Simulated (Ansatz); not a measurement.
Consider Hf in the hcp (Mg type) structure (space group P6_3/mmc, No. 194; a = 3.198 Å, c = 5.047 Å).

Computed with Kohn–Sham DFT with the r2SCAN functional, run in Ansatz (a program for electronic structure) with PAW and 500 eV plane waves, scalar-relativistic without spin-orbit coupling.

Before the change:

| Property | Value |
|---|---|
| Pressure | 0.0 GPa |

One thing is altered: an isotropic linear strain of −1.32 %; the atoms relax in the strained cell.

Estimate the effect on the energy relative to the base.

The energy goes up by 12 meV/atom.

What does the calculation give for the pressure after the change?

The pressure (mean of the normal stresses, compression positive) goes from zero to 4.7 GPa.

No phonon test of stability was made. All final runs are without spin polarisation.
